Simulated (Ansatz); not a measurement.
Take V2O3 in the corundum structure (space group R-3c, No. 167; a = 4.775 Å, c = 14.228 Å (hexagonal axes); ferromagnetic) as the base. Axes: x lies along a and z along c of the hexagonal cell.

Level of theory: DFT with PBEsol, PAW potentials and a 420 eV plane-wave cutoff in Ansatz (a program for electronic structure), no spin-orbit coupling.

Strains are applied to the cell and any free atomic positions relax.

One change was made to it. Results:

The largest site moment falls by 0.244 μB, from 0.80 μB to 0.55 μB; the pressure (mean of the normal stresses, compression positive) goes from zero to 44.9 GPa.

Question: What was done to the base?
(A) isotropic strain −4.42 %
(B) uniaxial strain ε_xx = +1.20 %
(C) isotropic strain −0.20 %

Answer: A, isotropic strain −4.42 %. For comparison, the largest site moment in the other runs: uniaxial strain ε_xx = +1.20 % gives 0.81 μB; isotropic strain −0.20 % gives 0.79 μB.

Other magnetic orders, which the real material may have, were not ruled out. Whether these cells are dynamically stable was not tested. No Hubbard U is applied, and correlation can decide whether such a compound is a metal. The base started in C2/c and relaxed to R-3c at this level.
